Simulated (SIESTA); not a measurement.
Band structure of Hf2Ni (I4/mcm, 6 atoms in the cell).

```
CELL_PARAMETERS angstrom
     -3.17787     3.17787     2.61804
      3.17787    -3.17787     2.61804
      3.17787     3.17787    -2.61804
ATOMIC_POSITIONS crystal
  Hf 0.83439 0.66561 0.50000
  Hf 0.16561 0.33439 0.50000
  Hf 0.66561 0.16561 0.83122
  Hf 0.33439 0.83439 0.16878
  Ni 0.75000 0.75000 0.00000
  Ni 0.25000 0.25000 0.00000
```

Level of theory: GGA PBEsol, numerical atomic orbitals DZP, PseudoDojo PBEsol standard norm-conserving potentials (rewritten from UPF to PSML) (SIESTA 5.4.2).

Settings: XC.functional = GGA; XC.authors = PBEsol; potentials = PseudoDojo PBEsol standard; PAO.BasisSize = DZP; PAO.EnergyShift = 0.005 Ry; MeshCutoff = 300 Ry; kgrid.MonkhorstPack = 6 6 6; OccupationFunction = FD; ElectronicTemperature = 1160.45 K; MaxSCFIterations = 150; SCF.Mixer.Method = Broyden; SCF.Mixer.Weight = 0.2; SCF.Mixer.History = 8; SCF.DM.Tolerance = 1.0E-04.

The starting cell comes from a database of computed structures (which also holds hypothetical and non-ambient phases and stackings), without a prior relaxation at this level. Spin-orbit coupling is off. Spin polarisation is off. Values carry the incompleteness of an atom-centred basis.

Levels in eV from the Fermi level, bands 39 to 44:
```csv
point,39,40,41,42,43,44
Γ,-0.78,-0.24,-0.24,-0.05,0.09,0.24
X,-0.79,-0.67,-0.53,-0.32,0.15,0.36
M,-0.91,-0.64,-0.64,-0.39,-0.08,0.96
Z,-0.97,-0.78,-0.56,-0.55,0.19,1.20
P,-0.15,-0.15,-0.07,-0.07,0.05,0.05
N,-0.70,-0.70,-0.26,-0.26,0.65,0.65
Z1,-0.97,-0.78,-0.56,-0.55,0.19,1.20
```

Bands cross the Fermi level along this path, so the cell is metallic at this level.

Higher empty bands are left out: an atom-centred basis made for the valence describes them poorly.
